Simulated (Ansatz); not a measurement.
Base system: Y in the hcp (Mg type) structure (space group P6_3/mmc, No. 194; a = 3.683 Å, c = 5.698 Å).

The other end (x = 1) is Nb in the hcp (Mg type) structure (space group P6_3/mmc, No. 194; a model cell, its experimental status unchecked): 18.56 Å³/atom, gap zero; this end may not be an ambient phase.

The values are results of r2SCAN (Ansatz, a program for electronic structure), no SOC, not measurements.

Nb replaces a fraction x of Y; each row is one arrangement (x, atoms in the cell, starting space group or random), fully relaxed.

One change was made to it. Results:

| quantity | base | after |
|---|---|---|
| mixing energy (to 0.01 eV only: unlike meshes or grids) (against an end that may be hypothetical) | – | +0.06 eV/atom |
| shortest interatomic distance | 3.555 Å | 2.724 Å |

### Question
What was done to the base?
A. x(Nb) = 0.625, 8 atoms, P1
B. x(Nb) = 0.375, 8 atoms, Pmm2
C. x(Nb) = 0.375, 8 atoms, Pm

### Answer
C, x(Nb) = 0.375, 8 atoms, Pm. For comparison, the mixing energy in the other runs: x(Nb) = 0.375, 8 atoms, Pmm2 gives +0.24 eV/atom; x(Nb) = 0.625, 8 atoms, P1 gives +0.12 eV/atom.

Each cell is one ordered arrangement of few atoms, which overstates ordering effects compared with a random alloy. Whether these cells are dynamically stable was not tested. The final runs are not spin-polarised. Under x(Nb) = 0.625, 8 atoms, P1 the cell changed shape so far that it is another structure. This is not the structure that Nb has at room temperature and ambient pressure.
